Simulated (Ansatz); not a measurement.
**Bi₄Ge₃O₁₂ (I-43d, No. 220): band gap by level of theory**

No measured value is used here.

| level (code) | value (eV) |
|---|---|
| LDA (Ansatz) | … |
| PBEsol (Ansatz) | 3.65 |
| r²SCAN (Ansatz) | 4.23 |

Task: Some entries are withheld; supply them.

Result: 
- LDA (Ansatz, a quantum-chemistry and plane-wave program), value (eV): 3.61

Computed values are for a static lattice. Spin–orbit coupling is included only where a level's name says +SOC; with heavier elements it mostly lowers gaps and can invert bands.  Values are at the measured cell. Cutoffs differ between the levels. Ansatz's density-functional and Hartree–Fock values are scalar-relativistic unless marked +SOC, with PAW data made under PBE.
